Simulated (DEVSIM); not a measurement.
System: Schottky contact on n-type GaAs, at 250 K.

```csv
layer (left to right),material,thickness (μm),Nd (cm⁻³),τn (s),τp (s)
1,GaAs,15.0,1.7e15,1.3e-8,1.3e-8
```

Left contact: Schottky, work function 4.96 eV, emission velocity 1.1e7 cm/s. Right contact: ohmic. Voltage is applied to the left contact. Recombination: SRH at mid-gap. Mobility is μmin + (μ − μmin)/(1 + (N/Nref)^α).

Constants are typed, rounded textbook-type inputs, not results; the design itself was drawn at random and stands for no fabricated device. Values at 300 K; Nc and Nv go as T^1.5, mobilities as T to minus their exponent, the gap by Varshni's rule with the affinity fixed.

```csv
parameter,GaAs
gap (eV),1.424
affinity (eV),4.07
permittivity,12.9
Nc (cm⁻³),4.7e17
Nv (cm⁻³),9e18
μn (cm²/Vs),8500
μp (cm²/Vs),400
"μn,min",500
"μp,min",20
"Nref,n",6e16
"Nref,p",1.5e17
αn,0.39
αp,0.38
T exponent of μn,2.1
T exponent of μp,2.2
Varshni α (eV/K),0.000541
Varshni β (K),204
```

DEVSIM, 1D drift-diffusion, Boltzmann statistics, complete ionisation; no tunnelling, impact ionisation, image-force lowering or self-heating. Metal contacts follow the ideal Schottky-Mott rule: no Fermi-level pinning, no interface dipoles.

Q: Tabulate band edges, carrier densities and field at -10.0 V on the left contact.

A: Energies count from the Fermi level of the right contact; mesh points crowd at the junctions.

| x (μm) | Ec (eV) | Ev (eV) | n (cm⁻³) | p (cm⁻³) | field (V/cm) |
|---|---|---|---|---|---|
| 0.000 | 10.890 | 9.444 | < 1e2 | 4.2e7 | -72000 |
| 0.01516 | 10.782 | 9.336 | < 1e2 | 280000 | -71000 |
| 0.04251 | 10.588 | 9.142 | < 1e2 | < 1e2 | -71000 |
| 0.08443 | 10.294 | 8.848 | < 1e2 | < 1e2 | -70000 |
| 0.1926 | 9.555 | 8.108 | < 1e2 | < 1e2 | -67000 |
| 0.3291 | 8.662 | 7.216 | < 1e2 | < 1e2 | -64000 |
| 0.5513 | 7.304 | 5.858 | < 1e2 | < 1e2 | -58000 |
| 1.125 | 4.341 | 2.895 | < 1e2 | < 1e2 | -45000 |
| 1.849 | 1.725 | 0.279 | < 1e2 | < 1e2 | -28000 |
| 3.027 | 0.125 | -1.321 | 1.1e15 | < 1e2 | -1100 |
| 5.154 | 0.115 | -1.331 | 1.7e15 | < 1e2 | ≈ 0 |
| 9.130 | 0.115 | -1.331 | 1.7e15 | < 1e2 | ≈ 0 |
| 11.55 | 0.115 | -1.331 | 1.7e15 | < 1e2 | ≈ 0 |
| 12.89 | 0.115 | -1.331 | 1.7e15 | < 1e2 | ≈ 0 |
| 13.91 | 0.115 | -1.331 | 1.7e15 | < 1e2 | ≈ 0 |
| 14.37 | 0.115 | -1.331 | 1.7e15 | < 1e2 | ≈ 0 |
| 14.62 | 0.115 | -1.331 | 1.7e15 | < 1e2 | ≈ 0 |
| 14.78 | 0.115 | -1.331 | 1.7e15 | < 1e2 | ≈ 0 |
| 14.90 | 0.115 | -1.331 | 1.7e15 | < 1e2 | ≈ 0 |
| 14.95 | 0.115 | -1.331 | 1.7e15 | < 1e2 | ≈ 0 |
| 14.98 | 0.115 | -1.331 | 1.7e15 | < 1e2 | ≈ 0 |
| 15.00 | 0.115 | -1.331 | 1.7e15 | < 1e2 | ≈ 0 |
